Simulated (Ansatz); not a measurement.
## HgTe, response to strain

The parent structure is HgTe in the zinc blende structure (space group F-43m, No. 216).

```cif
data_Hg4Te4
_chemical_formula_sum 'Hg4 Te4'
_space_group_name_H-M_alt 'F-43m'
_space_group_IT_number 216
_space_group_name_Hall 'F -4 2 3'
_cell_length_a 6.50978
_cell_length_b 6.50978
_cell_length_c 6.50978
_cell_angle_alpha 90.000
_cell_angle_beta 90.000
_cell_angle_gamma 90.000
loop_
_atom_site_label
_atom_site_type_symbol
_atom_site_symmetry_multiplicity
_atom_site_Wyckoff_symbol
_atom_site_fract_x
_atom_site_fract_y
_atom_site_fract_z
_atom_site_occupancy
Hg1 Hg 4 a 0.00000 0.00000 0.00000 1
Te1 Te 4 d 0.75000 0.75000 0.75000 1
```
(The calculation used a cell of 2 atoms; values per cell refer to that cell.)

Strains are applied to the cell and any free atomic positions relax.

Computed with DFT with PBEsol, PAW potentials and a 420 eV plane-wave cutoff in Ansatz (a first-principles code), no spin-orbit coupling.

Notes on the quantities. energy relative to the base: free energy F.

```tsv
variant	energy relative to the base	pressure	shortest interatomic distance
base	0 meV/atom	0.0 GPa	2.819 Å
isotropic strain −2.50 %	+28 meV/atom	3.9 GPa	2.748 Å
isotropic strain −2.00 %	+18 meV/atom	3.0 GPa	2.762 Å
isotropic strain −1.00 %	+4.3 meV/atom	1.4 GPa	2.791 Å
isotropic strain −0.50 %	+1.0 meV/atom	0.7 GPa	2.805 Å
isotropic strain +0.50 %	+1.0 meV/atom	-0.6 GPa	2.833 Å
isotropic strain +1.00 %	+3.9 meV/atom	-1.2 GPa	2.847 Å
isotropic strain +1.50 %	+8.6 meV/atom	-1.7 GPa	2.861 Å
isotropic strain +2.50 %	+23 meV/atom	-2.6 GPa	2.889 Å
isotropic strain +3.00 %	+32 meV/atom	-3.0 GPa	2.903 Å
```

The mesh was chosen for an insulator and is coarse for the gapless case. No phonon test of stability was made. The final runs are not spin-polarised.
